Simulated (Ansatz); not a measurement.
The reference is CsCaBr₃ in the cubic perovskite structure (space group Pm-3m, No. 221; a cell from a computed database, its experimental status unchecked).

```yaml
crystal:
  lattice:
    - [5.64020, 0.00000, 0.00000]
    - [0.00000, 5.64020, 0.00000]
    - [0.00000, 0.00000, 5.64020]
  atoms:
    - { symbol: Cs, position: [0.00000, 0.00000, 0.00000] }
    - { symbol: Ca, position: [0.50000, 0.50000, 0.50000] }
    - { symbol: Br, position: [0.50000, 0.00000, 0.50000] }
    - { symbol: Br, position: [0.00000, 0.50000, 0.50000] }
    - { symbol: Br, position: [0.50000, 0.50000, 0.00000] }
```

Levels (all Ansatz, a first-principles code, PAW): PBEsol (420 eV, without spin-orbit coupling); HSE06 (420 eV, no SOC).

Its gap is 4.40 eV with PBEsol and 5.75 eV with HSE06.

Now apply this change: an isotropic linear strain of −3.09 %; the atoms relax in the strained cell.

With PBEsol the gap becomes 4.55 eV.

Q: If the HSE06 correction stayed the same, what would the HSE06 gap be, and what does the HSE06 run give?

A: A rigid correction of +1.35 eV gives 5.90 eV. The HSE06 run gives 5.98 eV, so the correction itself changes by +0.08 eV.

Single points use the geometry relaxed with PBEsol. HSE06 was sampled on its mesh, a few special points and the semilocal edge points, so its gap is an upper bound. Whether these cells are dynamically stable was not tested. Many cubic perovskites are stable only at high temperature; tilts and polar distortions were not tested.
